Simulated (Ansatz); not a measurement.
A. HfN in the rock salt structure
B. Sn in the diamond structure
C. fcc (Cu type) Cu
D. diamond Ge

Task: Rank these crystals by Grüneisen parameter at 300 K, lowest first, as quasi-harmonic lattice dynamics on DFT at the PBEsol level (Ansatz, a quantum-chemistry and plane-wave program) gives it.

Result: B (0.64), D (0.79), A (1.82), C (2.07)

 Spin-orbit coupling is not included.

The crystal is held in this phase throughout; melting and phase transitions are not modelled.
